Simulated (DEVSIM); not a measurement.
Device: Pt/SiO2/p-Ge capacitor, at 300 K.

| layer (left to right) | material | thickness (nm) | Na (cm⁻³) |
|---|---|---|---|
| 1 | SiO2 | 1.40 | - |
| 2 | Ge | 790 | 5.7e17 |

Metal gate on the left, work function 5.6 eV. Fixed charge at the semiconductor interface -2.4e11 cm⁻² (in units of +e); no interface traps.

This is a model device: material constants are rounded textbook-type values typed into the input, and sizes, dopings and lifetimes were drawn at random. Values at 300 K.

```tsv
parameter	SiO2	Ge
gap (eV)	9	0.664
affinity (eV)	0.9	4
permittivity	3.9	16
Nc (cm⁻³)	-	1.04e19
Nv (cm⁻³)	-	6e18
```

DEVSIM, 1D Poisson equation in equilibrium, Boltzmann statistics, complete ionisation; no quantum confinement or tunnelling. Metal contacts follow the ideal Schottky-Mott rule: no Fermi-level pinning, no interface dipoles.

Task: Give the band bending (positive: bands bend down) and minority sheet density.

Result: 
```json
[
 {"Vg (V)": "0.9", "ψs (V)": "-0.049", "minority carriers (cm⁻²)": "< 1e8"},
 {"Vg (V)": "1.05", "ψs (V)": "0.021", "minority carriers (cm⁻²)": "< 1e8"},
 {"Vg (V)": "1.2", "ψs (V)": "0.124", "minority carriers (cm⁻²)": "< 1e8"},
 {"Vg (V)": "1.35", "ψs (V)": "0.242", "minority carriers (cm⁻²)": "< 1e8"},
 {"Vg (V)": "1.5", "ψs (V)": "0.368", "minority carriers (cm⁻²)": "1.5e8"},
 {"Vg (V)": "1.65", "ψs (V)": "0.496", "minority carriers (cm⁻²)": "1.8e10"},
 {"Vg (V)": "1.8", "ψs (V)": "0.593", "minority carriers (cm⁻²)": "6.3e11"}
]
```
